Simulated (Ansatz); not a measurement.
Tl2Se (model structure, started from the fluorite type, Fm-3m, No. 225, 3 atoms in the cell)

Method: r²SCAN+SOC in Ansatz (plane waves, PAW).

Numerical settings: plane-wave cutoff 560 eV, 14×14×14 k mesh, Fermi–Dirac smearing 0.05 eV, PAW data made under PBE.

Cell (relaxed with PBEsol):

```cif
data_SeTl2
_chemical_formula_sum 'Se1 Tl2'
_space_group_name_H-M_alt 'P 1'
_space_group_IT_number 1
_cell_length_a 5.18727
_cell_length_b 5.18727
_cell_length_c 5.18727
_cell_angle_alpha 60.000
_cell_angle_beta 60.000
_cell_angle_gamma 60.000
loop_
_space_group_symop_operation_xyz
  'x, y, z'
loop_
_atom_site_label
_atom_site_type_symbol
_atom_site_fract_x
_atom_site_fract_y
_atom_site_fract_z
_atom_site_occupancy
Se1 Se 0.00000 0.00000 0.00000 1
Tl1 Tl 0.25000 0.25000 0.25000 1
Tl2 Tl 0.75000 0.75000 0.75000 1
```

For Tl2Se (model structure, started from the fluorite type, Fm-3m, No. 225, 3 atoms in the cell), the band gap is 0.26 eV (on the SCF k mesh) and the Γ–Γ gap is 2.16 eV.

Note: the relaxation could raise the start's symmetry but not lower it, so the cell can be a saddle point; cell and atoms aren't relaxed at this level (pressure 1.4 GPa).

It cost around 5 core-minutes (rough) of CPU time.

A model structure was made by putting elements into a prototype or built by hand; it is no filed structure, need not be a known phase, and can be a saddle point held by its symmetry.

Ansatz is an electronic-structure program.
